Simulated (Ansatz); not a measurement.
MgS: response to strain

Base system: MgS in the rock salt structure (space group Fm-3m, No. 225).

```
MgS
1.0
    0.00000     2.60152     2.60152
    2.60152     0.00000     2.60152
    2.60152     2.60152     0.00000
Mg S
1 1
Direct
  0.00000   0.00000   0.00000
  0.50000   0.50000   0.50000
```

Cartesian axes are those of the cell as printed.

Strains are applied to the cell and any free atomic positions relax.

Calculations: r2SCAN/PAW in Ansatz (a program for electronic structure), no spin-orbit coupling.

Notes on the quantities. energy relative to the base: free energy F; pressure: mean of the normal stresses, compression positive.

| case | band gap | energy relative to the base | smallest direct gap | volume per atom | pressure |
|---|---|---|---|---|---|
| base | 3.46 eV | 0 meV/atom | 4.64 eV | 17.61 Å³ | 0.0 kbar |
| tensor shear ε_xy = +1.43 % | 3.29 eV | +2.7 meV/atom | 4.49 eV | 17.60 Å³ | 0.2 kbar |
| tensor shear ε_xy = +0.57 % | 3.40 eV | +0.4 meV/atom | 4.58 eV | 17.61 Å³ | 0.0 kbar |
| tensor shear ε_xy = +0.86 % | … | … | … | 17.61 Å³ | 0.1 kbar |
| tensor shear ε_xy = +2.00 % | 3.19 eV | +5.3 meV/atom | 4.42 eV | 17.60 Å³ | 0.4 kbar |
| tensor shear ε_xy = +0.29 % | 3.43 eV | +0.1 meV/atom | 4.61 eV | 17.61 Å³ | 0.0 kbar |
| tensor shear ε_xy = +1.71 % | 3.24 eV | +3.9 meV/atom | 4.45 eV | 17.60 Å³ | 0.3 kbar |
| tensor shear ε_xy = +1.14 % | 3.33 eV | +1.7 meV/atom | 4.52 eV | 17.60 Å³ | 0.1 kbar |

Question: Complete the table.

Answer: 
- tensor shear ε_xy = +0.86 %, band gap: 3.37 eV
- tensor shear ε_xy = +0.86 %, energy relative to the base: +1.0 meV/atom
- tensor shear ε_xy = +0.86 %, smallest direct gap: 4.55 eV

No phonon test of stability was made.
